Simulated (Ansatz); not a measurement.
Start from CoSn (space group P6/mmm, No. 191; a = 5.2416 Å, c = 4.1879 Å; non-magnetic). Axes: x lies along a and z along c of the hexagonal cell.

Calculations: Ansatz (a program for electronic structure) r2SCAN, spin-orbit coupling left out.

Before the change:

```
Quantity                        Result
-----------------------------  -------
Pressure                       0.0 GPa
Shortest interatomic distance  2.583 Å
```

The change: the symmetric strain tensor [-0.0100 0.0175 -0.0020; 0.0175 0.0076 0.0135; -0.0020 0.0135 -0.0094]; the atoms relax in the strained cell.

What happens to the pressure, energy relative to the base, largest internal atomic displacement and shortest interatomic distance?

The pressure (mean of the normal stresses, compression positive) goes from zero to 2.0 GPa; the energy increases by 11 meV/atom; the largest internal atomic displacement comes out as 0.020 Å; the shortest interatomic distance decreases by 0.047 Å to 2.536 Å.

Without a gap, meshes like the base's 10×10×11 leave anisotropic stresses uncertain by several tenths of a GPa, and small strain energies with them. Stability against distortions was not tested. Seeded moments were not kept for the base. The final runs are not spin-polarised.
